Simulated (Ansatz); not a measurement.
```xyz
2
Lattice="3.8178 0.0000 0.0000 1.9089 3.3063 0.0000 1.9089 -1.1021 3.1543" Properties=species:S:1:pos:R:3 pbc="T T T"
Si     0.0000     0.0000     0.0048
Si     3.8178     0.0000     2.3610
```

No spin polarisation.

The values are results of r2SCAN (Ansatz, an electronic-structure program, PAW, no SOC), not measurements. Settings: 10×10×10 k-points, 0.05 eV Fermi–Dirac smearing.

Problem. Predict the in-plane stress, valence-band top at Γ, space group and smallest direct gap.

Solution. The mean in-plane stress (compression positive) comes out as +2.0 GPa and the valence-band top at Γ (three highest levels, from the VBM) comes out as 0.00, 0.00, -0.12 eV. The space group is R-3m (No. 166) and the smallest direct gap comes out as 2.60 eV.

The cells carry an imposed strain or load. Whether these cells are dynamically stable was not tested. The cell was made from Si in the diamond structure (space group Fd-3m, No. 227) by this change: biaxial strain −0.83 %, plane normal [111], relaxed out of plane.
